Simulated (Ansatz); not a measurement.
A self-consistent single point of BeO₂H₂ (P2_12_12_1, 20 atoms in the cell) with Ansatz (an electronic-structure program).

Method: PBEsol, default PAW files made with PBE (plane waves; Ansatz).

```xyz
20
Lattice="4.5020 0.0000 0.0000 0.0000 4.5937 0.0000 0.0000 0.0000 6.9900" Properties=species:S:1:pos:R:3 pbc="T T T"
Be     0.1369     3.2492     4.3751
Be     2.1141     1.3446     0.8800
Be     2.3878     3.6415     2.6150
Be     4.3651     0.9523     6.1100
O      0.8621     0.4865     0.2978
O      1.3889     4.1073     3.7928
O      3.1131     1.8104     6.6923
O      3.6398     2.7834     3.1972
O      0.7073     1.9376     5.1139
O      1.5437     2.6561     1.6189
O      2.9582     0.3592     1.8761
O      3.7947     4.2345     5.3711
H      1.2092     0.4401     3.8983
H      1.0418     4.1537     0.4033
H      3.4602     1.8568     3.0917
H      3.2927     2.7370     6.5867
H      1.5896     2.0084     5.4452
H      0.6613     2.5854     1.9502
H      3.8406     0.2885     1.5448
H      2.9123     4.3053     5.0398
```

Reference input (self-consistent single point, DFT, PBEsol, plane waves, default PAW files made with PBE): kpoints.mp_grid.grid = 4 4 3; kpoints.mp_grid.shift = 0.5 0.5 0.5; hamiltonian.xc = pbesol; hamiltonian.pseudopotentials = {kind: paw} (the program's default PAW files); scf.occupations.method = cold; scf.occupations.width = 0.1 eV. This run's input differs from it in these lines:

```diff
@@ -28,3 +28,3 @@
   mp_grid:
-    grid: [4, 4, 3]
+    grid: [4, 4, 2]
     shift: [0.5, 0.5, 0.5]
```

Output (repeated stretches shortened):

```
SCF iter   1: F=—  HF=-4987.997612 eV  |F-HF|=—  |Δ(HF+E_count)|=         —  Δρ=1.02e-2  dr2=1.03e-1  ethr=1.77e-3  ⟨swp⟩=6.2  Hψ=1003  notcnv=0  defer=31
all-band conjugate gradients solve this SCF's bands
preconditioner: auto → Resta (q_TF=auto, 2.382 Å⁻¹)
SCF iter   2: F=—  HF=-4987.960977 eV  |F-HF|=—  |Δ(HF+E_count)|=   3.66e-2  S|Δr|=    0.00e0  Δρ=2.52e-3  dr2=4.73e-3  ethr=1.61e-4  ⟨swp⟩=3.0  Hψ=387  notcnv=0  defer=51
   [... lines left out ...]
SCF iter   5: F=—  HF=-4987.958352 eV  |F-HF|=—  |Δ(HF+E_count)|=   1.15e-4  S|Δr|=    0.00e0  Δρ=8.50e-5  dr2=7.03e-6  ethr=4.18e-8  ⟨swp⟩=2.0  Hψ=272  notcnv=0  defer=51
SCF iter   6: F=—  HF=-4987.958351 eV  |F-HF|=—  |Δ(HF+E_count)|=   1.33e-6  S|Δr|=    0.00e0  Δρ=3.28e-5  dr2=9.70e-7  ethr=1.10e-8  ⟨swp⟩=2.0  Hψ=235  notcnv=0  defer=51
SCF iter   7: F=-4987.958350 eV  HF=-4987.958350 eV  |F-HF|=1.12e-9  |Δ(HF+E_count)|=   2.51e-7  S|Δr|=    0.00e0  Δρ=7.85e-6  dr2=4.47e-8  ethr=1.56e-10  ⟨swp⟩=13.5  Hψ=1343  notcnv=0
SCF 1 converged in 7 iterations: F = -4987.958350 eV  dr2 = 4.47e-8
Stability not checked (fill_not_monotonic)
Free energy (F): -4987.958350 eV
Internal energy: -4987.958350 eV  (E = F + TS)
E sigma→0 (E₀):  -4987.958350 eV
Fermi energy:    4.463735 eV
--- Forces (eV/Å), atoms counted from 1 ---
  atom   1  Be     0.07432566     0.04382800     0.05233198
  atom   2  Be    -0.07432566    -0.04382800     0.05233198
  atom   3  Be     0.07432566    -0.04382800    -0.05233198
  atom   4  Be    -0.07432566     0.04382800    -0.05233198
  atom   5  O     -0.29990647     1.31858697     0.02901812
   [... lines left out ...]
  atom  20  H     -1.79494762     0.14251679    -0.71197326
--- Stress (GPa, compression-positive) ---
        8.878796       0.000000       0.000000
        0.000000       8.370336       0.000000
        0.000000       0.000000       2.468397
  P = ⅓ Tr σ = 6.5725 GPa (65.725 kbar)
  The stress holds the Pulay correction. Without it, at fixed plane waves, as pw.x and ABINIT print it: P = 5.6766 GPa
```

The run converged in 7 iterations. Against the reference run the free energy hardly moves (within 1 meV/atom), the pressure moves little (6.58 to 6.57 GPa), the largest force stays at 1.936 eV/Å and the gap on the mesh goes from 6.047 to 6.233 eV.

The starting cell comes from a database of published, mostly measured structures (it also holds non-ambient and calculated ones), without a prior relaxation at this level. Its lattice was rescaled by a random factor within 2.5 % of one. Forces in this geometry exceed 1 eV/Å. Ansatz's pressure includes its estimate of the finite-basis (Pulay) stress. Without the estimate this run gives 5.68 GPa. Another mesh or the band path of this cell gives a smaller gap, so this value is not converged in the mesh.

Keys are those of Ansatz 0.2.
